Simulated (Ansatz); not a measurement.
Ge on the Ga site (broken-bond start) (wurtzite GaN host)

Method: PBE, PAW (plane waves to 420 eV; Ansatz, a first-principles code). The supercell holds 96 host sites (3×2×2 repeats of the unit cell), with a 2×2×2 shifted k-point sampling for the final energies. Sites at the start: the Ga site; started 0.95 Å off site, one bond broken, along c. Finite-size correction: monopole term and site-potential alignment. Dielectric constants: PBE linear response of the host. Host gap at this level: 1.71 eV. A cell of this size leaves errors of a few tenths of an eV. Levels are measured in PBE's own, too narrow, gap. Spin–orbit coupling is left out. Each state is the lowest found from its start.

Formation energies E_f are given with the Fermi level at the valence-band maximum. Chemical conditions: N-rich (Δμ(Ga) = -0.88 eV, Δμ(Ge) = -0.009 eV, bounded by Ge3N4 (P31c); only phases computed here count, gases as isolated molecules at 0 K). Reference phases: Ga: alpha gallium, Ge: germanium.

| charge | moment (μB) | largest move off a lattice site (Å) | image correction with alignment (eV) | E_f, N-rich (eV) |
|---|---|---|---|---|
| +1 | not spin-polarised | 0.07 | 0.20 | -1.42 |
| 0* | quenched | 0.06 | – | – |
| −1* | not spin-polarised | 0.06 | – | – |

* At this level the carrier isn't localised at the defect: at charge 0 electrons occupy the conduction band; at charge −1 electrons occupy the conduction band. Such a state is shallow or no state of the defect, and this cell gives it no level.

Starting moments that weren't kept: charge 0 began with 1 μB and ended with 0.0.

No other site or start that was run ended lower by more than 0.1 eV.

Flagged in the runs: a doubtful potential alignment, a host whose relaxation on this sampling wasn't shown to rest.
